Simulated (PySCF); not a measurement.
PySCF 2.14.0, MP2 (frozen core)/cc-pvdz: Ge(H)3(tBu) (C[C](C)(C)[GeH3]), 17 atoms. The geometry is a generated start, not checked to be a minimum at this level.

```
Quantity                                              Result
-------------------------------  ---------------------------
task                                                     mp2
basis                                                cc-pvdz
two-electron scheme              exact four-centre integrals
frozen core                                             true
mf.init_guess                                minao (default)
mf.DIIS                                      CDIIS (default)
mf.diis_space                                    8 (default)
mf.conv_tol                                  1e-09 (default)
basis functions (reference run)                          143
```

On 4 threads, 1 BLAS thread. Build: conda-forge: OpenMP (GNU), OpenBLAS with its own threads, libcint, Libxc. Single runs; times are not shown.

Values of mol.max_memory tried: 8000 MB, 4000 MB, 2000 MB, 1000 MB, 500 MB, 300 MB, 200 MB.

Task: What happens as the memory setting falls?

Result: It runs down to 200 MB, the lowest tried, with the same result. At 8000 MB: SCF integrals in memory, transformation in memory. From 500 MB down: direct SCF, transformation through a file.

```csv
mol.max_memory,path,peak memory
8000 MB,"SCF integrals in memory, transformation in memory",0.67 GiB
4000 MB,"SCF integrals in memory, transformation in memory",0.67 GiB
2000 MB,"SCF integrals in memory, transformation in memory",0.67 GiB
1000 MB,"SCF integrals in memory, transformation in memory",0.67 GiB
500 MB,"direct SCF, transformation through a file",0.50 GiB
300 MB,"direct SCF, transformation through a file",0.51 GiB
200 MB,"direct SCF, transformation through a file",0.50 GiB
```

Peak memory is the kernel's count for the largest process, libraries included and scratch files not. The peak passes the setting at 500 MB, 300 MB, 200 MB: it is no hard cap. MP2's transformation through a file may take 2000 MB even at lower settings.
